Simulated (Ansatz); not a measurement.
Zr: response to strain

The reference is Zr in the hcp (Mg type) structure (space group P6_3/mmc, No. 194; relaxed with 0.1 eV smearing).

```
CELL_PARAMETERS angstrom
      3.23041     0.00000     0.00000
     -1.61520     2.79762     0.00000
      0.00000     0.00000     5.17879
ATOMIC_POSITIONS crystal
  Zr 0.66667 0.33333 0.75000
  Zr 0.33333 0.66667 0.25000
```

Cartesian axes are those of the cell as printed.

Strains are applied to the cell and any free atomic positions relax; under biaxial strain the out-of-plane vector relaxes too.

Calculations: Ansatz (an electronic-structure program) PBE, spin-orbit coupling left out.

Candidates:
(a) biaxial strain −2.50 %, plane normal [001], relaxed out of plane
(b) biaxial strain −1.50 %, plane normal [001], relaxed out of plane
(c) biaxial strain −0.50 %, plane normal [001], relaxed out of plane

Task: Order them by out-of-plane strain, highest first.

Result: (a) biaxial strain −2.50 %, plane normal [001], relaxed out of plane (+2.26 %), (b) biaxial strain −1.50 %, plane normal [001], relaxed out of plane (+1.29 %), (c) biaxial strain −0.50 %, plane normal [001], relaxed out of plane (+0.41 %)

No phonon test of stability was made. All final runs are without spin polarisation.
